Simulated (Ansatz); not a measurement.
# Convergence study of the plane-wave cutoff for Hf₂Ge (Fmm2, 6 atoms in the cell)

```
CELL_PARAMETERS angstrom
     -3.28040     3.28040     2.63854
      3.28040    -3.28040     2.63854
      3.28040     3.28040    -2.63854
ATOMIC_POSITIONS crystal
  Hf 0.34424 0.15576 0.50000
  Hf 0.65576 0.84424 0.50000
  Hf 0.16115 0.66115 0.82230
  Hf 0.84424 0.34424 0.18848
  Ge 0.25000 0.25000 0.00000
  Ge 0.75000 0.75000 0.00000
```

Computed with PBEsol, default PAW files made with PBE (plane waves; Ansatz, an electronic-structure program).

Base settings: basis.ecutwfc = 420 eV; kpoints.mp_grid.grid = 4 4 4; hamiltonian.xc = pbesol; hamiltonian.pseudopotentials = {kind: paw} (the program's default PAW files); scf.occupations.method = fermi_dirac; scf.occupations.width = 0.1 eV.

The second cell is the first with its lattice scaled by 0.98.

The mesh stays at the base's, so the ladder's end is converged at best in this setting alone.

The first pressure column holds Ansatz's estimate of the finite-basis (Pulay) stress, which hides part of the cutoff error; the other is without it.

Only quantities that move along the ladder and can be compared are tabulated.

The count of work is k-points × plane waves × bands × iterations; it is no time. 

The starting cell comes from a database of computed structures (which also holds hypothetical and non-ambient phases and stackings), without a prior relaxation at this level. Its lattice was rescaled by up to half a per cent. One atom was moved a little off its site on purpose.

Steps (basis.ecutwfc): 145 eV; 170 eV; 190 eV; 210 eV; 230 eV; 250 eV; 295 eV; 335 eV; 380 eV; 420 eV; 460 eV; 505 eV; 565 eV; 630 eV; 735 eV; 840 eV; 1010 eV.

**Question.** What is the coarsest basis.ecutwfc that holds the free energy within 5 meV/atom of the last step, with all finer ones?

**Answer.** 380 eV, at 0.23 of the last step's count of work; the step before is off by 15 meV/atom.

**Question.** What is the coarsest basis.ecutwfc that holds the pressure within 0.2 GPa of the last step, with all finer ones?

**Answer.** 335 eV, at 0.17 of the last step's count of work; the step before is off by 0.31 GPa.

**Question.** What is the coarsest basis.ecutwfc that holds the pressure without the Pulay estimate within 0.5 GPa of the last step, with all finer ones?

**Answer.** 380 eV, at 0.23 of the last step's count of work; the step before is off by 1.5 GPa.

```csv
basis.ecutwfc,free energy less the last step's (meV/atom),energy of the compressed cell less the first (meV/atom),pressure (GPa),pressure without the Pulay estimate (GPa),largest difference of a force vector from the last step's (eV/Å),count of work / last
145 eV,46999.73,-591.94,43.09,-1435.38,6.479,0.055
170 eV,18649.00,-35.35,-8.31,-634.25,2.600,0.069
190 eV,9596.72,-275.86,-8.45,-360.37,0.262,0.078
210 eV,4702.21,-20.87,-0.94,-199.28,0.203,0.097
230 eV,2257.99,33.08,-2.07,-110.94,0.136,0.099
250 eV,1044.60,36.92,-1.98,-60.98,0.038,0.11
295 eV,135.44,24.09,-0.79,-12.47,0.008,0.14
335 eV,14.95,23.55,-1.03,-2.59,0.002,0.17
380 eV,2.47,23.58,-1.07,-1.18,0.002,0.23
420 eV,1.46,23.47,-1.09,-1.13,0.001,0.27
460 eV,0.86,23.44,-1.10,-1.13,0.000,0.31
505 eV,0.47,23.43,-1.10,-1.11,0.000,0.35
565 eV,0.32,23.42,-1.10,-1.10,0.000,0.42
630 eV,0.26,23.42,-1.10,-1.10,0.000,0.49
735 eV,0.18,23.41,-1.10,-1.10,0.000,0.63
840 eV,0.11,23.40,-1.10,-1.10,0.000,0.77
1010 eV,0.00,23.38,-1.10,-1.11,0.000,1.0
```

The energy difference between the two cells stays within 1 meV/atom of the last step's from 295 eV on, the total only from 460 eV on: much of the error is common to both cells and cancels.

At the lowest cutoff the pressure without the Pulay estimate lies 1430 GPa under the last step's, the usual sign of Pulay stress in an incomplete plane-wave basis.

Keys are those of Ansatz 0.2.
